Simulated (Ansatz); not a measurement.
The starting structures come from a database of crystals and need not be the phases stable at ambient conditions.

Consider the following.

```yaml
crystal:
  lattice:
    - [4.77625, 0.00000, 0.00000]
    - [0.00000, 7.70374, -0.08553]
    - [0.00000, 2.72246, 9.95104]
  atoms:
    - { symbol: Cu, position: [0.33745, 0.07006, 0.75230] }
    - { symbol: Cu, position: [0.66255, 0.92994, 0.24770] }
    - { symbol: Cu, position: [0.83745, 0.42994, 0.74770] }
    - { symbol: Cu, position: [0.16255, 0.57006, 0.25230] }
    - { symbol: Se, position: [0.49992, 0.35356, 0.35346] }
    - { symbol: Se, position: [0.50008, 0.64644, 0.64654] }
    - { symbol: Se, position: [0.99992, 0.14644, 0.14654] }
    - { symbol: Se, position: [0.00008, 0.85356, 0.85346] }
    - { symbol: Se, position: [0.32103, 0.07490, 0.34881] }
    - { symbol: Se, position: [0.67897, 0.92510, 0.65119] }
    - { symbol: Se, position: [0.82103, 0.42510, 0.15119] }
    - { symbol: Se, position: [0.17897, 0.57490, 0.84881] }
    - { symbol: Cl, position: [0.58285, 0.20777, 0.88984] }
    - { symbol: Cl, position: [0.41715, 0.79223, 0.11016] }
    - { symbol: Cl, position: [0.08285, 0.29223, 0.61016] }
    - { symbol: Cl, position: [0.91715, 0.70777, 0.38984] }
```

Space group of this cell: P2_1/c. The cell was relaxed by PBE-D3(BJ).

Transport runs along the normal of the first two printed cell vectors.

The gap is the functional's own, uncorrected, and κ follows it; spin-orbit coupling is left out. Mid-gap values are interpolated between the computed energies.

Q: Give the band gap and the smallest decay constant κ at mid-gap that Ansatz (a quantum-chemistry and plane-wave program) with r2SCAN yields.

A: Gap 0.64 eV on a 6×4×4 mesh; κ = 0.238 1/Å, at the zone centre.
